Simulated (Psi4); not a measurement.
Psi4 1.11, B3LYP/def2-svp: Si(F)2(OMe)(SiH3) (CO[Si](F)(F)[SiH3]), 12 atoms. The geometry is a generated start, not checked to be a minimum at this level.

```json
{
 "task": "energy",
 "method": "b3lyp",
 "basis": "def2-svp",
 "memory": "3 GB",
 "maxiter": "100",
 "keys_of_the_molecule_block": "symmetry c1",
 "scf_type": "df (default)",
 "guess": "auto, which took SAD (default)",
 "scf_initial_accelerator": "adiis (default)",
 "e_convergence": "1e-06 (default)",
 "d_convergence": "1e-06 (default)",
 "dft_radial_points": "75 (default)",
 "dft_spherical_points": "302 (default)",
 "basis_functions": "122",
 "grid_points": "257589"
}
```

```xyz
12

C      1.8664    -0.5110    -1.2130
O      0.8707    -0.3642    -0.2271
Si    -0.5380     0.4033    -0.2698
F     -1.3711    -0.0766    -1.5610
F     -0.3180     1.9248    -0.7463
Si    -1.5355     0.1131     1.7504
H      1.4574    -1.0088    -2.0932
H      2.2583     0.4641    -1.5042
H      2.6650    -1.1162    -0.7838
H     -2.8144     0.8312     1.7708
H     -0.7199     0.6377     2.8493
H     -1.8209    -1.2974     2.0279
```

One run each on 2 threads. Values of diis_max_vecs tried: 3, 6, 10 (default), 20.

Problem. Predict the course of the SCF iterations along this series.

Solution. Fewest SCF iterations, within one of each other: 6 with 8, 10 (default) with 8, 20 with 8. The count rises to 13 at 3. All converge to one solution.

| diis_max_vecs | SCF iterations | end |
|---|---|---|
| 3 | 13 | same solution |
| 6 | 8 | same solution |
| 10 (default) | 8 | same solution |
| 20 | 8 | same solution |
